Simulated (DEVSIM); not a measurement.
Device: Ti/SiON/p-GaAs capacitor, at 300 K.

```tsv
layer (left to right)	material	thickness (nm)	Na (cm⁻³)
1	SiON	8.50	-
2	GaAs	570	1.3e18
```

Metal gate on the left, work function 4.33 eV. Fixed charge at the semiconductor interface -2.5e10 cm⁻² (in units of +e); no interface traps.

The device is made up for the run: typed textbook-type constants, with dimensions and the other settings drawn at random. Values at 300 K.

| parameter | SiON | GaAs |
|---|---|---|
| gap (eV) | 7 | 1.424 |
| affinity (eV) | 1.4 | 4.07 |
| permittivity | 5.5 | 12.9 |
| Nc (cm⁻³) | - | 4.7e17 |
| Nv (cm⁻³) | - | 9e18 |

Simulated with DEVSIM: 1D Poisson equation in equilibrium, Boltzmann statistics, complete ionisation; no quantum confinement or tunnelling. Metal contacts follow the ideal Schottky-Mott rule: no Fermi-level pinning, no interface dipoles.

The gate work function was swept, all else fixed.

```json
[
 {"gate work function (eV)": "4.03", "flat-band voltage (V)": "-1.41"},
 {"gate work function (eV)": "4.18", "flat-band voltage (V)": "-1.26"},
 {"gate work function (eV)": "4.33", "flat-band voltage (V)": "-1.11"},
 {"gate work function (eV)": "4.48", "flat-band voltage (V)": "-0.96"},
 {"gate work function (eV)": "4.63", "flat-band voltage (V)": "-0.81"}
]
```

From the first row to the last the flat-band voltage goes from -1.41 to -0.81.
